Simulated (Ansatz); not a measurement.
Input:

```xyz
6
Lattice="4.6840 0.0000 0.0000 0.0000 4.6840 0.0000 0.0000 0.0000 3.1960" Properties=species:S:1:pos:R:3 pbc="T T T"
Sn     0.0000     0.0000     0.0000
Sn     2.3420     2.3420     1.5980
O      1.4310     1.4310     0.0000
O      3.7730     0.9110     1.5980
O      0.9110     3.7730     1.5980
O      3.2531     3.2531     0.0000
```

No spin polarisation.

Level of theory: PBE (Ansatz, a program for electronic structure), without spin-orbit coupling. Γ-centred 7×7×10 mesh, Fermi–Dirac width 0.05 eV.

Task: Predict the electron mass, gap character, valence-band top at Γ and band gap.

Result: The electron mass is 0.19 mₑ along c, 0.22 mₑ across (at Γ). The gap character is direct at Γ and the valence-band top at Γ (three highest levels, from the VBM) comes out as 0.00, -0.78, -0.78 eV. The band gap is 1.44 eV.

Load acts through the strain it causes; cell and atoms are relaxed under it. Masses are band curvatures over ±0.01 Å⁻¹ around the edge. No phonon test of stability was made. No other phases were tried under pressure. The cell was made from SnO2 in the rutile structure (space group P4_2/mnm, No. 136) by this change: pressure 15 GPa.
